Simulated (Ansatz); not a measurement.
Data:

```xyz
6
Lattice="4.7406 0.0000 0.0000 0.0000 4.7406 0.0000 0.0000 0.0000 3.1927" Properties=species:S:1:pos:R:3 pbc="T T T"
Sn     0.0000     0.0000     0.0000
Sn     2.3703     2.3703     1.5964
O      1.4500     1.4500     0.0000
O      3.8203     0.9203     1.5964
O      0.9203     3.8203     1.5964
O      3.2906     3.2906     0.0000
```

No spin polarisation.

Method: plane-wave PAW DFT at the PBEsol level (Ansatz, a first-principles code, 420 eV), spin-orbit coupling left out. Γ-centred 7×7×10 mesh, Fermi–Dirac width 0.05 eV.

Question: Predict the pressure, band gap and hole mass.

Answer: 
* **Pressure (mean of the normal stresses, compression positive)**: 3.69 GPa
* **Band gap**: 1.12 eV
* **Hole mass**: 1.7 mₑ along c, 1.2 mₑ across (at Γ)

The cells carry an imposed strain or load. Effective masses come from finite differences of ±0.01 Å⁻¹. Whether these cells are dynamically stable was not tested. The cell was made from SnO2 in the rutile structure (space group P4_2/mnm, No. 136) by this change: isotropic strain −0.60 %.
